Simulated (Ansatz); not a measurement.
We consider B2O3 (Cmc2₁, No. 36, 10 atoms in the cell; start mp-717; high-pressure phase), described by PBEsol (Ansatz, a quantum-chemistry and plane-wave program, plane waves, PAW).

Numerical settings: plane-wave cutoff 520 eV, 8×8×8 k mesh, Fermi–Dirac smearing 0.01 eV, scalar-relativistic PAW data made under PBE.

Cell (relaxed at this level):

```
CELL_PARAMETERS angstrom
      3.91326    -2.31248     0.00000
      3.91326     2.31248     0.00000
      0.00000     0.00000     4.13496
ATOMIC_POSITIONS crystal
  B  0.00632 0.32395 0.56768
  B  0.99368 0.67605 0.06768
  B  0.67605 0.99368 0.56768
  B  0.32395 0.00632 0.06768
  O  0.75518 0.24482 0.50004
  O  0.24482 0.75518 0.00004
  O  0.92089 0.66030 0.41860
  O  0.07911 0.33970 0.91860
  O  0.33970 0.07911 0.41860
  O  0.66030 0.92089 0.91860
```

### Question
Estimate the band gap that the calculation returns.

### Answer

* **band gap**: 8.41 eV (on the SCF k mesh)

Note: the relaxation could not lower the start's symmetry, so the cell can be a saddle point above a distorted one.

Computed values are for the static lattice.

Computing time: roughly 90 core-seconds.

A start named mp-… is a Materials Project structure, which need not be a measured phase.
